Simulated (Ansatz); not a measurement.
Given:

End structure of a constructed model of the (111)B surface of 3C silicon carbide, C-terminated, full C adlayer on top sites (bottom of the slab: 1 H on 1 bottom site):

```yaml
crystal:
  lattice:
    - [3.09713, 0.00000, 0.00000]
    - [-1.54856, 2.68219, 0.00000]
    - [0.00000, 0.00000, 27.50000]
  atoms:
    - { symbol: Si, position: [0.66667, 0.33333, 0.34803] }
    - { symbol: C, position: [0.33333, 0.66667, 0.37101] }
    - { symbol: Si, position: [0.33333, 0.66667, 0.43987] }
    - { symbol: C, position: [0.00000, 0.00000, 0.46292] }
    - { symbol: Si, position: [0.00000, 0.00000, 0.53176] }
    - { symbol: C, position: [0.66667, 0.33333, 0.55481] }
    - { symbol: Si, position: [0.66667, 0.33333, 0.62344] }
    - { symbol: C, position: [0.33333, 0.66667, 0.64876] }
    - { symbol: H, position: [0.66667, 0.33333, 0.29348] }
    - { symbol: C, position: [0.33333, 0.66667, 0.69969] }
```

Set-up: 10 atoms, 11.3 Å thick at the start with caps and adatoms (thin: gaps and levels are the slab's own); mesh 10x10x1; 0.025 eV smearing; dipole correction on; 2 atoms held, the rest relaxed; symmetry of the start imposed; spin-polarised, ending with about 0.1 μB a cell, a value that depends on the mesh; orders that need a larger cell were not tried, no spin-orbit, no U. The slab shows no gap on its mesh. It is one candidate, not shown to be the stable structure of the face.

Problem. Give the work function of the top face at the level PBE in Ansatz (a program for electronic structure).

Solution. 8.00 eV
